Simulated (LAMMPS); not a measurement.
Cu (fcc) at 1430 K and zero pressure, started from the crystal, with several potentials, in cells of their own sizes.

Potentials compared:
- EAM-type AlCu.adp: classical MD, pair style adp, file AlCu.adp (LAMMPS); Apostol and Mishin, Phys Rev B 83, 054116 (2011)
- EAM-type AlCu.eam.alloy: classical MD, pair style eam/alloy, file AlCu.eam.alloy (LAMMPS); Cai and Ye, Phys Rev B, 54, 8398-8410 (1996)
- EAM-type CuNi.eam.alloy: classical MD, pair style eam/alloy, file CuNi.eam.alloy (LAMMPS); Onat and Durukanoglu, J Phys Cond Matt, 26, 035404 (2014)
- EAM-type CuZr_mm.eam.fs: classical MD, pair style eam/fs, file CuZr_mm.eam.fs (LAMMPS)
- EAM-type Cu_mishin1.eam.alloy: classical MD, pair style eam/alloy, file Cu_mishin1.eam.alloy (LAMMPS); Mishin, Phys Rev B, 63, 224106 (2001)
- EAM-type Cu_zhou.eam.alloy: classical MD, pair style eam/alloy, file Cu_zhou.eam.alloy (LAMMPS); Zhou et al, Acta Mater, 49, 4005 (2001)
- EAM-type smf7: classical MD, pair style eam, the elements' _smf7.eam files (smf7) (LAMMPS); Foiles, Phys Rev B 32, 7685 (1985)
- EAM-type universal-3 set of Foiles, Baskes and Daw: classical MD, pair style eam, the elements' _u3.eam files (universal-3 set of Foiles, Baskes and Daw) (LAMMPS); Foiles et al, Phys Rev B, 33, 7983 (1986)
- MEAM AlSiMgCuFe.meam: classical MD, pair style meam, file AlSiMgCuFe.meam (LAMMPS); Jelinek, Groh, Horstemeyer, Houze, Kim, Wagner, Moitra and Baskes, Phys Rev B, 85, 245102 (2012)
- MEAM library.meam-Cu: classical MD, pair style meam, file library.meam (library.meam-Cu) (LAMMPS); Baskes, Phys Rev B, 46, 2727-2742 (1992)
- SNAP Cu_Zuo_JPCA2020.quadratic.snap: MD with a machine-learned potential, pair style snap, file Cu_Zuo_JPCA2020.quadratic.snap (LAMMPS); Y. Zuo, C. Chen, X, Li, Z. Deng, Y. Chen, J. Behler, G. Csányi, A. V. Shapeev, A. P. Thompson, M. A. Wood, S. P. Ong, "Performance and Cost Assessment of Machine Learning Interatomic Potentials" J. Phys. Chem. A 124, 4, 731-745 (2020)
- SNAP Cu_Zuo_JPCA2020.snap: MD with a machine-learned potential, pair style snap, file Cu_Zuo_JPCA2020.snap (LAMMPS); Y. Zuo, C. Chen, X, Li, Z. Deng, Y. Chen, J. Behler, G. Csányi, A. V. Shapeev, A. P. Thompson, M. A. Wood, S. P. Ong, "Performance and Cost Assessment of Machine Learning Interatomic Potentials" J. Phys. Chem. A 124, 4, 731-745 (2020)
- bond-order AlCu.bop.table: classical MD, pair style bop, file AlCu.bop.table (LAMMPS); Zhou, Ward, and Foster, Phys. Chem. Chem. Phys., under consideration

```
potential                                                                         state                    volume  first peak of g(r)       coordination number  mean phonon frequency  rough cost (ms per atom and simulated ps)
--------------------------------------------------  -----------------------------------  ------------------------  ------------------  ------------------------  ---------------------  -----------------------------------------
bond-order AlCu.bop.table                           crystal; no diffusion seen in 15 ps    12.119 ± 0.003 Å³/atom  2.54 Å, height 3.6  12.2 (counted to 3.18 Å)                5.0 THz                                   10 to 30
EAM-type AlCu.adp                                   crystal; no diffusion seen in 30 ps  12.8627 ± 0.0008 Å³/atom  2.55 Å, height 3.2  12.4 (counted to 3.30 Å)                4.7 THz                                    3 to 10
EAM-type AlCu.eam.alloy                             crystal; no diffusion seen in 30 ps    13.140 ± 0.002 Å³/atom  2.54 Å, height 3.0  12.7 (counted to 3.38 Å)                4.4 THz                                     1 to 3
EAM-type CuNi.eam.alloy                             crystal; no diffusion seen in 30 ps  12.9524 ± 0.0009 Å³/atom  2.54 Å, height 3.1  12.6 (counted to 3.34 Å)                4.5 THz                                     1 to 3
EAM-type CuZr_mm.eam.fs                             crystal; no diffusion seen in 30 ps  12.6964 ± 0.0007 Å³/atom  2.58 Å, height 3.1  12.3 (counted to 3.26 Å)                4.3 THz                                    3 to 10
EAM-type Cu_mishin1.eam.alloy                       crystal; no diffusion seen in 30 ps    12.861 ± 0.001 Å³/atom  2.54 Å, height 3.2  12.4 (counted to 3.30 Å)                4.7 THz                                     1 to 3
EAM-type Cu_zhou.eam.alloy                                                       liquid    13.544 ± 0.002 Å³/atom  2.47 Å, height 2.5  12.9 (counted to 3.50 Å)                3.8 THz                                    3 to 10
EAM-type smf7                                       crystal; no diffusion seen in 30 ps    12.976 ± 0.001 Å³/atom  2.54 Å, height 3.1  12.5 (counted to 3.34 Å)                4.5 THz                                     1 to 3
EAM-type universal-3 set of Foiles, Baskes and Daw  crystal; no diffusion seen in 30 ps    12.890 ± 0.001 Å³/atom  2.54 Å, height 3.1  12.4 (counted to 3.30 Å)                4.5 THz                                     1 to 3
MEAM AlSiMgCuFe.meam                                crystal; no diffusion seen in 30 ps    12.895 ± 0.006 Å³/atom  2.54 Å, height 3.1  12.3 (counted to 3.30 Å)                4.5 THz                                   10 to 30
MEAM library.meam-Cu                                crystal; no diffusion seen in 30 ps  12.1740 ± 0.0009 Å³/atom  2.57 Å, height 4.6  12.0 (counted to 3.14 Å)                6.9 THz                                    3 to 10
SNAP Cu_Zuo_JPCA2020.quadratic.snap                 crystal; no diffusion seen in 15 ps    13.251 ± 0.009 Å³/atom  2.55 Å, height 3.1  12.4 (counted to 3.34 Å)                4.4 THz                                  30 to 100
SNAP Cu_Zuo_JPCA2020.snap                           crystal; no diffusion seen in 15 ps    12.792 ± 0.004 Å³/atom  2.54 Å, height 3.3  12.2 (counted to 3.26 Å)                4.7 THz                                  30 to 100
```

Costs are rough: whole-run CPU time with set-up and analysis, from shared machines, in bands a factor of about three wide.

Caution (rows bond-order AlCu.bop.table; SNAP Cu_Zuo_JPCA2020.quadratic.snap; SNAP Cu_Zuo_JPCA2020.snap): this crystal lies over the measured melting point of 1358 K, so it is superheated or the potential melts high.

Caution (rows bond-order AlCu.bop.table; SNAP Cu_Zuo_JPCA2020.quadratic.snap; SNAP Cu_Zuo_JPCA2020.snap): a run this short can hold a crystal over, or a liquid under, the potential's own melting point, which these runs don't give.

Caution (row EAM-type AlCu.adp): this crystal lies over the melting point of about 1330 K that EAM-type AlCu.adp gives, so it is superheated.

Caution (row EAM-type AlCu.eam.alloy): this crystal lies over the melting point of about 1230 K that EAM-type AlCu.eam.alloy gives, so it is superheated.

Caution (row EAM-type CuNi.eam.alloy): this crystal lies over the melting point of about 1290 K that EAM-type CuNi.eam.alloy gives, so it is superheated.

Caution (row EAM-type CuZr_mm.eam.fs): this crystal lies over the melting point of about 1370 K that EAM-type CuZr_mm.eam.fs gives, so it is superheated.

Caution (row EAM-type Cu_mishin1.eam.alloy): this crystal lies over the melting point of about 1340 K that EAM-type Cu_mishin1.eam.alloy gives, so it is superheated.

Caution (row EAM-type smf7): this crystal lies over the melting point of about 1240 K that EAM-type smf7 gives, so it is superheated.

Caution (row EAM-type universal-3 set of Foiles, Baskes and Daw): this crystal lies over the melting point of about 1290 K that EAM-type universal-3 set of Foiles, Baskes and Daw gives, so it is superheated.

Caution (row MEAM AlSiMgCuFe.meam): this crystal lies over the melting point of about 1190 K that MEAM AlSiMgCuFe.meam gives, so it is superheated.

Caution: the potential MEAM library.meam-Cu is a first-neighbour MEAM set with a 4 Å cutoff, used here without a parameter file and away from the static properties it was fitted to.

Caution (row MEAM library.meam-Cu): this crystal lies over the melting point of about 1350 K that MEAM library.meam-Cu gives, so it is superheated.

States go by the mean squared displacement: a species diffuses where it passes 1.5 Å², still rises and gives D over 1e-6 cm²/s; a crystal has left its structure where atoms lie 0.35 Å off their sites on average or a cubic box changes its shape by 3 %, or the axial ratios of another lie 8 % off the starting cell's, which the potential's own relaxation can also do.

Errors shown are sampling errors alone.
